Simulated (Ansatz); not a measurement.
The parent structure is InSb in the zinc blende structure (space group F-43m, No. 216).

```xyz
2
Lattice="0.0000 3.3175 3.3175 3.3175 0.0000 3.3175 3.3175 3.3175 0.0000" Properties=species:S:1:pos:R:3 pbc="T T T"
Sb     4.9762     4.9762     4.9762
In     0.0000     0.0000     0.0000
```

All numbers come from PBE/PAW in Ansatz (a quantum-chemistry and plane-wave program), without spin-orbit coupling, earlier PAW set.

Before the change:

| Quantity | Result |
|---|---|
| Band gap | zero |
| Lattice parameter a | 6.635 Å |

Perturbation: a hydrostatic pressure of 7 GPa.

What does the calculation give for the band gap after the change?

The band gap becomes 0.19 eV (base: zero).

What does the calculation give for the lattice parameter a after the change?

The lattice parameter a decreases by 0.295 Å (6.635 Å → 6.340 Å).

Spin-orbit coupling, missing from the scalar runs, can matter with Sb. Load acts through the strain it causes; cell and atoms are relaxed under it. Whether these cells are dynamically stable was not tested. Tetrahedral semiconductors of this kind turn to denser phases somewhere between about 1 and 50 GPa; those were not computed, so compressed cells here can lie past the real transition. The final runs are not spin-polarised. The zero or small gap of InSb can change with the level of theory.
